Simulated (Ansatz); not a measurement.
Take MoSi2 (space group I4/mmm, No. 139; a = 3.174 Å, c = 7.779 Å; relaxed with 0.1 eV smearing) as the base. Axes: x, y, z lie along a, b, c of the conventional cell.

Method: LDA (Ansatz, a program for electronic structure), without spin-orbit coupling.

For the base:

```
Item                             Value
-----------------------------  -------
Shortest interatomic distance  2.564 Å
Pressure                       0.0 GPa
```

The change: biaxial strain +0.50 %, plane normal [001], relaxed out of plane (Cartesian); in-plane vectors clamped, the third vector and the atoms free.

Predict the new shortest interatomic distance.

The shortest interatomic distance drops by 0.006 Å to 2.558 Å.

What does the calculation give for the energy relative to the base after the change?

The energy goes up by 1.0 meV/atom.

What does the calculation give for the pressure after the change?

The pressure (mean of the normal stresses, compression positive) goes from zero to -1.7 GPa.

Stability against distortions was not tested. All final runs are without spin polarisation.
